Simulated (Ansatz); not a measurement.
# GaSb: isotropic strain +0.79 %

Start from GaSb in the zinc blende structure (space group F-43m, No. 216; a = 6.132 Å).

The change: an isotropic linear strain of +0.79 %; the atoms relax in the strained cell.

The values are results of Ansatz (a program for electronic structure) r2SCAN, no spin-orbit coupling, not measurements. Settings: 13×13×13 k-points, 0.05 eV Fermi–Dirac smearing.

```tsv
quantity	base	changed	shift
volume per atom	28.83 Å³	29.52 Å³	+0.69 Å³
space group	F-43m (No. 216)	F-43m (No. 216)	–
shortest interatomic distance	2.655 Å	2.676 Å	+0.021 Å
energy relative to the base (free energy F)	0 meV/atom	+2.6 meV/atom	+2.6 meV/atom
pressure	0.01 GPa	-1.18 GPa	-1.19 GPa
band gap	0.41 eV	0.24 eV	-0.177 eV
gap character	direct at Γ	direct at Γ	–
mean gap deformation potential ΔEg/Δln V	–	-7.5 eV	–
width of the top valence band	3.21 eV	3.10 eV	-0.11 eV
valley order (the lowest conduction-band minima on the path, energy above the VBM, named in the base's zone)	Γ 0.41 eV; L along ⟨111⟩ 0.68 eV; a point along ⟨100⟩, about 0.9 Å⁻¹ from Γ 1.10 eV	Γ 0.24 eV; L along ⟨111⟩ 0.63 eV; a point along ⟨100⟩, about 0.9 Å⁻¹ from Γ 1.12 eV	–
```

Cost of the whole job for the changed cell (relaxation, final SCF and bands): very roughly 100 core-seconds.

With Sb present, leaving out spin-orbit coupling can change the band edges. Stability against distortions was not tested. The zero or small gap of GaSb under isotropic strain +0.79 % can change with the level of theory.
